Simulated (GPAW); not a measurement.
Input and output of a self-consistent single point for YAlCo4 (P-6m2, 6 atoms in the cell) (GPAW).

Level of theory: PBEsol, GPAW PAW datasets PBEsol (made by gpaw-setup) (plane waves; GPAW 25.7.0).

```yaml
crystal:
  lattice:
    - [5.04586, 0.00000, 0.00000]
    - [-2.52293, 4.36984, 0.00000]
    - [0.00000, 0.00000, 3.87133]
  atoms:
    - { symbol: Y, position: [0.66667, 0.33333, 0.00000] }
    - { symbol: Al, position: [0.00000, 0.00000, 0.00000] }
    - { symbol: Co, position: [0.33333, 0.66667, 0.00000], spin: 3.0 }
    - { symbol: Co, position: [0.65987, 0.82993, 0.50000], spin: 3.0 }
    - { symbol: Co, position: [0.17007, 0.34013, 0.50000], spin: 3.0 }
    - { symbol: Co, position: [0.17007, 0.82993, 0.50000], spin: 3.0 }
```
(The spins are starting values, not results.)

Reference input (self-consistent single point, DFT LDA (Perdew-Wang 92), plane waves, GPAW PAW datasets LDA (gpaw-data 1.0.1)): spinpol = true; mode = pw; ecut = 800 eV; xc = LDA; kpts = 5 5 6; mesh shift (steps) = 0 0 0; occupations.name = methfessel-paxton; occupations.width = 0.05 eV; occupations.order = 0; nbands = -12; symmetry.symmorphic = false; symmetry.tolerance = 0.0005. This run's input differs from it in these lines:

```diff
@@ -20,3 +20,3 @@
             mode={'name': 'pw', 'ecut': 800},
-            xc='LDA',
+            xc='PBEsol',
             kpts={'size': (5, 5, 6), 'gamma': True},
```

Its files differ too (potentials: GPAW PAW datasets PBEsol (made by gpaw-setup)).

Output (repeated stretches shortened):

```
     iter     time        total  log10-change:  magmom
                         energy   eigst   dens
iter:   1 --:--:--   -45.393502                   +12.0327
iter:   2 --:--:--   -46.706715   -0.77  -1.38    +8.2647
iter:   3 --:--:--   -46.982433   -1.73  -1.39    +3.6123
iter:   4 --:--:--   -47.175806   -1.35  -1.43    +4.3191
iter:   5 --:--:--   -47.077198   -2.68  -1.44    +4.0740
iter:   6 --:--:--   -46.971910   -3.10  -1.47    +4.4001
iter:   7 --:--:--   -46.567251   -1.68  -1.51    +4.7207
iter:   8 --:--:--   -46.522636   -2.42  -1.89    +4.6403
iter:   9 --:--:--   -46.528062   -3.68  -2.15    +4.6114
   [... lines left out ...]
iter: 150 --:--:--   -46.531672c  -4.82  -3.06    +4.6278

Did not converge!

Here are some tips:

1) Make sure the geometry and spin-state is physically sound.
2) Use less aggressive density mixing.
3) Solve the eigenvalue problem more accurately at each scf-step.
4) Use a smoother distribution function for the occupation numbers.
5) Try adding more empty states.
6) Use enough k-points.
7) Don't let your structure optimization algorithm take too large steps.
8) Solve the Poisson equation more accurately.
9) Better initial guess for the wave functions.

See details here:

    https://gpaw.readthedocs.io/documentation/convergence.html
Traceback (most recent call last):
   [... frames left out ...]
gpaw.KohnShamConvergenceError: Did not converge!  See text output for help.
```

The run ended unconverged after 150 iterations. 

The starting cell comes from a database of computed structures (which also holds hypothetical and non-ambient phases and stackings), without a prior relaxation at this level.

Cost on one core of a shared machine: roughly 10 min.
